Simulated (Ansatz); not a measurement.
Carrier properties of GaAs under load (space group R3m)

Here is the system:

```
CELL_PARAMETERS angstrom
      0.10919     2.91685     2.91685
      2.91685     0.10919     2.91685
      2.91685     2.91685     0.10919
ATOMIC_POSITIONS crystal
  Ga 0.00207 0.00207 0.00207
  As 0.24793 0.24793 0.24793
```

These are r2SCAN with spin-orbit coupling, rigid bands (plane waves, PAW; Ansatz, a quantum-chemistry and plane-wave program) values and carry that method's errors. Condition of this run: uniaxial stress along [111] of -6 GPa (compression positive) (the target of the relaxation). Cell: cell and atoms relaxed with PBEsol, then loaded as said.

* **band gap**: 0.38 eV
* **electron conductivity mass (300 K, dilute)**: 0.044 mₑ
* **hole conductivity mass (300 K, dilute)**: 0.23 mₑ
* **effective density of states N_c (300 K)**: 1.9e17 cm⁻³
* **effective density of states N_v (300 K)**: 3.4e18 cm⁻³
* **density-of-states mass, electrons**: 0.039 mₑ
* **density-of-states mass, holes**: 0.26 mₑ
* **Seebeck coefficient, n-type 1e19 cm⁻³, 300 K**: -39 μV/K
* **best n-type power factor at 300 K for τ = 10 fs (best axis; densities from 1e16 to 1e21 cm⁻³ tried, whether or not they can be reached)**: 7.9 μW/(cm·K²) at 1e20 cm⁻³
* **Seebeck coefficient, p-type 1e19 cm⁻³, 300 K**: 181 μV/K
* **best p-type power factor at 300 K for τ = 10 fs (best axis; densities from 1e16 to 1e21 cm⁻³ tried, whether or not they can be reached)**: 5.9 μW/(cm·K²) at 3e20 cm⁻³

Rigid bands; masses and Seebeck coefficients take one relaxation time τ for all states and one kind of carrier; polarons and phonon drag are left out. Geometry: cell and atoms relaxed with PBEsol.
